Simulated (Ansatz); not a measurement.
The parent structure is Sb in the fcc (Cu type) structure (space group Fm-3m, No. 225; a = 4.714 Å; relaxed with 0.1 eV smearing). Axes: x, y, z lie along the cube axes.

One thing is altered: a pure shear with ε_yz = ε_zy = 0.0048; the atoms relax in the strained cell.

Levels (all Ansatz, a program for electronic structure, PAW): PBEsol (420 eV, no spin-orbit coupling); r2SCAN (500 eV, no spin-orbit coupling).

The geometry is relaxed with PBEsol.

- PBEsol pressure: 0.0 GPa

### Question
How does going to r2SCAN change the pressure?

### Answer
The pressure goes from zero to 2.5 GPa.

Single points use the geometry relaxed with PBEsol. Their cutoffs differ, which shifts pressures a little. Stability against distortions was not tested. This is not the structure that Sb has at room temperature and ambient pressure.
